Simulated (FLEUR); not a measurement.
Band structure of Ga (Cmce, 4 atoms in the cell).

```
CELL_PARAMETERS angstrom
      2.23154    -3.82558     0.00000
      2.23154     3.82558     0.00000
      0.00000     0.00000     4.58739
ATOMIC_POSITIONS crystal
  Ga 0.65570 0.34430 0.41540
  Ga 0.34430 0.65570 0.58460
  Ga 0.84430 0.15570 0.91540
  Ga 0.15570 0.84430 0.08460
```

Computed with PBE, all-electron FLAPW (FLEUR), scalar-relativistic valence in FLEUR.

Settings: Kmax = 3.6 1/bohr; GmaxXC = 14.4 1/bohr; xcFunctional = pbe; jspins = 1; l_soc = F; mode = hist; fermiSmearingEnergy = 0.00499791 Htr; mesh (inpgen div1-3) = 6 6 5; inpgen gamma flag = true; Gmax = 14.4 1/bohr; numbands = 0; maxIterBroyd = 15; imix = Anderson; alpha = 0.05.

The starting cell comes from a database of computed structures (which also holds hypothetical and non-ambient phases and stackings), without a prior relaxation at this level. Its lattice was rescaled by a random factor within 2.5 % of one. Values depend on the basis (sphere radii, cutoffs, local orbitals), which need not be converged.

These are the values that this program gave, and no reference: the default basis lacks the next d shell.

Levels in eV from the Fermi level, bands 23 to 30:
| point | 23 | 24 | 25 | 26 | 27 | 28 | 29 | 30 |
|---|---|---|---|---|---|---|---|---|
| Γ | -3.97 | -1.66 | -1.55 | -0.76 | 1.03 | 1.04 | 1.21 | 5.08 |
| X | -6.56 | -1.30 | -1.22 | -0.29 | -0.25 | 0.85 | 1.94 | 3.11 |
| S | -3.52 | -3.52 | -1.53 | -1.53 | 0.67 | 0.67 | 4.13 | 4.13 |
| R | -6.32 | -6.32 | -1.57 | -1.57 | 0.55 | 0.55 | 7.32 | 7.32 |
| A | -6.10 | -6.10 | -3.65 | -3.65 | 4.40 | 4.40 | 5.24 | 5.24 |
| Z | -0.05 | -0.05 | 0.04 | 0.04 | 0.09 | 0.09 | 2.02 | 2.02 |
| Y | -4.06 | -3.22 | -2.02 | -1.69 | 1.07 | 1.10 | 3.35 | 3.77 |
| X1 | -6.56 | -1.30 | -1.22 | -0.29 | -0.25 | 0.85 | 1.94 | 3.11 |
| A1 | -6.10 | -6.10 | -3.65 | -3.65 | 4.40 | 4.40 | 5.24 | 5.24 |
| T | -5.41 | -5.41 | -1.23 | -1.23 | -0.78 | -0.78 | 6.28 | 6.28 |
